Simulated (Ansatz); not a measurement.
Input and output of a dielectric-response calculation for Rb₂Te (Fm-3m, 3 atoms in the cell) (Ansatz, a program for electronic structure).

Method: LDA (PW92), default PAW files made with PBE (plane waves; Ansatz).

```xyz
3
Lattice="0.0000 4.2683 4.2683 4.2683 0.0000 4.2683 4.2683 4.2683 0.0000" Properties=species:S:1:pos:R:3 pbc="T T T"
Rb     2.1341     2.1341     2.1341
Rb     6.4024     6.4024     6.4024
Te     0.0000     0.0000     0.0000
```

Reference input (self-consistent single point, DFT, LDA (PW92), plane waves, default PAW files made with PBE): basis.ecutwfc = 420 eV; kpoints.mp_grid.grid = 5 5 5; hamiltonian.xc = lda; hamiltonian.pseudopotentials = {kind: paw} (the program's default PAW files); scf.occupations.method = fermi_dirac; scf.occupations.width = 0.05 eV. This run's input differs from it in these lines:

Ansatz 0.2 input:
```diff
@@ -10,3 +10,3 @@
 basis:
-  ecutwfc: 420.0
+  ecutwfc: 545.0
 kpoints:
@@ -17,7 +17,4 @@
 scf:
-  occupations: { method: fermi_dirac, width: 0.05 }
-output:
-  forces: true
-  eigenvalues: true
-  stress: true
+  occupations: { method: fixed }
+dielectric: {}
```

The program printed (abridged):

```
SCF iter   1: F=—  HF=-13171.713053 eV  |F-HF|=—  |Δ(HF+E_count)|=         —  Δρ=3.72e-3  dr2=1.18e-2  ethr=1.77e-3  ⟨swp⟩=5.7  Hψ=1599  notcnv=0  defer=17
all-band conjugate gradients solve this SCF's bands
preconditioner: auto → Resta (q_TF=auto, 2.118 Å⁻¹)
SCF iter   2: F=—  HF=-13171.710773 eV  |F-HF|=—  |Δ(HF+E_count)|=   2.28e-3  Δρ=1.90e-3  dr2=3.20e-3  ethr=3.48e-5  ⟨swp⟩=2.7  Hψ=795  notcnv=0  defer=34
   [... lines left out ...]
SCF iter   5: F=—  HF=-13171.710462 eV  |F-HF|=—  |Δ(HF+E_count)|=   7.19e-6  Δρ=1.47e-5  dr2=8.95e-7  ethr=2.66e-8  ⟨swp⟩=2.5  Hψ=643  notcnv=0  defer=9
SCF iter   6: F=—  HF=-13171.710397 eV  |F-HF|=—  |Δ(HF+E_count)|=   6.46e-5  Δρ=4.42e-6  dr2=3.83e-8  ethr=2.63e-9  ⟨swp⟩=2.0  Hψ=441  notcnv=0  defer=1
SCF iter   7: F=—  HF=-13171.710397 eV  |F-HF|=—  |Δ(HF+E_count)|=   3.16e-8  Δρ=1.23e-6  dr2=3.52e-9  ethr=1.13e-10  ⟨swp⟩=2.4  Hψ=629  notcnv=0  defer=1
SCF iter   8: F=-13171.710397 eV  HF=-13171.710397 eV  |F-HF|=3.64e-12  |Δ(HF+E_count)|=   7.46e-9  Δρ=2.27e-7  dr2=7.66e-11  ethr=1.00e-12  ⟨swp⟩=5.7  Hψ=1985  notcnv=0
SCF 1 converged in 8 iterations: F = -13171.710397 eV  dr2 = 7.66e-11
DFPT response loops at Γ: preconditioner auto → none (the input reference at scf.mixing.eps_inf says where Resta's filter doesn't serve); β = 0.50 …
── the response to a field inside a basis, on 6×6×6 k-points: an SCF that follows is theirs, and a resumed run solves both again ──
Crystal: 3 atoms, lattice volume = 155.519 Å³
Bands: 18, of which v1, the nominal top of the filled ones, is band 17 counted from 1 (16 counted from 0)
k-points: 28 of 216 (irreducible under 12 space group operations)
Initial density: handed on by an earlier stage of this run
Initial wavefunctions: pseudopotential atomic-orbital guess (no wavefunctions were taken with the density)
Eigensolver: Dense (28 Hₖ)
   [... lines left out ...]
Free energy (F): -13171.710397 eV
Fermi energy:    2.538337 eV
   [... lines left out ...]
         0.00000   -0.00000    0.97647
    site 2:
        -1.95295   -0.00000    0.00000
         0.00000   -1.95295    0.00000
         0.00000    0.00000   -1.95295
  Z* charge neutrality: 8.822e-4 e pre-enforcement
  solved inside a basis spanned on kpoints, on 6×6×6 k-points, its susceptibility summed on 10×10×10: ε∞ is read to err by 8.4e-3, Z* by 1.7e-2 e (field_mesh …
```

The run converged in 11 iterations. 

Summary of the result:
- Free energy E − TS (on the zero of these files): -13171.7104 eV
- Top of the valence band (on the code's own zero): 2.54 eV
- Gap on the k-point mesh: 1.67 eV
- ε∞ at this k-point mesh, which may be far from converged in small-gap cells (xx, yy, zz): 3.58, 3.58, 3.58
- Born charges at this mesh (mean of the diagonal, e): Rb 0.98, Rb 0.98, Te -1.95

The starting cell comes from a database of computed structures (which also holds hypothetical and non-ambient phases and stackings), without a prior relaxation at this level. Its lattice was rescaled by up to half a per cent. Spin-orbit coupling is off.

Cost on one core of a shared machine: roughly 90 s.
